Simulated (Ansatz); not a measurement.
Reference: monolayer SnSe$_{2}$, PBE, rigid bands (plane waves, PAW, scalar-relativistic; Ansatz, an electronic-structure program); axes and stresses refer to this cell.

```yaml
crystal:
  lattice:
    - [3.86814, 0.00000, 0.00000]
    - [-1.93407, 3.34991, 0.00000]
    - [0.00000, 0.00000, 19.09975]
  atoms:
    - { symbol: Sn, position: [0.00000, 0.00000, 0.50000] }
    - { symbol: Se, position: [0.33333, 0.66667, 0.58352] }
    - { symbol: Se, position: [0.66667, 0.33333, 0.41648] }
```

The hole conductivity mass is 0.44 mₑ, the electron conductivity mass comes out as 0.34 mₑ and the band gap comes out as 0.79 eV.

**Question.** Change: biaxial strain +2 %. What happens to hole conductivity mass, electron conductivity mass, band gap?

**Answer.** hole conductivity mass goes up to 0.46 mₑ; electron conductivity mass grows to 0.36 mₑ; band gap goes up to 0.86 eV.

Masses are for dilute carriers at 300 K, harmonic means over directions unless an axis is named. Spin-orbit coupling is left out unless a row names it; without it hole values are far off for these elements. The structure type is held under load, also where the real crystal would transform.

Model free-standing layer, not matched to a measured one here: monolayer SnSe2.
